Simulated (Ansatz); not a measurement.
# SrTe in the zinc blende structure (space group F-43m, No. 216; a hypothetical phase, not in the database extracts checked)

```cif
data_Sr4Te4
_chemical_formula_sum 'Te4 Sr4'
_space_group_name_H-M_alt 'F-43m'
_space_group_IT_number 216
_space_group_name_Hall 'F -4 2 3'
_cell_length_a 7.46958
_cell_length_b 7.46958
_cell_length_c 7.46958
_cell_angle_alpha 90.000
_cell_angle_beta 90.000
_cell_angle_gamma 90.000
loop_
_atom_site_label
_atom_site_type_symbol
_atom_site_symmetry_multiplicity
_atom_site_Wyckoff_symbol
_atom_site_fract_x
_atom_site_fract_y
_atom_site_fract_z
_atom_site_occupancy
Te1 Te 4 c 0.25000 0.25000 0.25000 1
Sr1 Sr 4 a 0.00000 0.00000 0.00000 1
```
(The calculation used a cell of 2 atoms; values per cell refer to that cell.)

Level of theory: plane-wave PAW DFT at the PBE level (Ansatz, an electronic-structure program, 420 eV), without spin-orbit coupling. k-mesh 8×8×8 (Γ-centred); smearing 0.05 eV (Fermi–Dirac).

| Item | Value |
|---|---|
| Volume per atom | 52.10 Å³ |
| Density | 3.43 g/cm³ |
| Band gap | 2.75 eV, indirect, X → Γ |
| Electron mass | 0.30 mₑ |
| Lowest conduction-band minima above the VBM | Γ 2.75 eV; X along ⟨100⟩ 3.16 eV |
| Total energy | -5263.566 eV/atom (σ→0; compares only within this code and set-up) |

With Te present, leaving out spin-orbit coupling can change the band edges. Masses are band curvatures over ±0.01 Å⁻¹ around the edge. Whether these cells are dynamically stable was not tested.
